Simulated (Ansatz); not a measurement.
# Pressure series in ZnSe

Start from ZnSe in the zinc blende structure (space group F-43m, No. 216; a = 5.666 Å).

Cell and atoms are relaxed at each pressure.

Computed with r2SCAN/PAW in Ansatz (a quantum-chemistry and plane-wave program), scalar-relativistic without spin-orbit coupling.

```csv
case,width of the top valence band,band gap,density
base,2.71 eV,1.87 eV,5.27 g/cm³
pressure −2 GPa,2.56 eV,1.73 eV,5.10 g/cm³
pressure −1 GPa,2.64 eV,1.80 eV,5.19 g/cm³
pressure 0.3 GPa,2.73 eV,1.89 eV,5.30 g/cm³
pressure 0.7 GPa,2.76 eV,1.91 eV,5.33 g/cm³
pressure 1.5 GPa,2.82 eV,1.96 eV,5.39 g/cm³
pressure 3 GPa,2.92 eV,2.05 eV,5.50 g/cm³
pressure 5 GPa,3.04 eV,2.16 eV,5.63 g/cm³
pressure 7.5 GPa,3.19 eV,2.28 eV,5.79 g/cm³
pressure 10 GPa,3.33 eV,2.39 eV,5.93 g/cm³
```

Load acts through the strain it causes; cell and atoms are relaxed under it. Whether these cells are dynamically stable was not tested. Tetrahedral semiconductors of this kind turn to denser phases somewhere between about 1 and 50 GPa; those were not computed, so compressed cells here can lie past the real transition.
